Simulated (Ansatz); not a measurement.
# How the c axis length of BiSiO3 (model structure, started from the PbTiO3 type, P4mm, No. 99, 5 atoms in the cell) moves with the method

No measured value is used here.

```json
[
 {"level (code)": "LDA (Ansatz)", "value (Å)": "5.505"},
 {"level (code)": "PBEsol (Ansatz)", "value (Å)": "5.563"},
 {"level (code)": "r²SCAN (Ansatz)", "value (Å)": "[?]"}
]
```

Complete the blanks.


- r²SCAN (Ansatz, a quantum-chemistry and plane-wave program), value (Å): 5.615

Density-functional levels without +SOC have no spin–orbit coupling. Cutoffs differ between the levels. Ansatz's density-functional and Hartree–Fock values are scalar-relativistic unless marked +SOC, with PAW data made under PBE.

A model structure was made by putting elements into a prototype or built by hand; it is no filed structure, need not be a known phase, and can be a saddle point held by its symmetry.
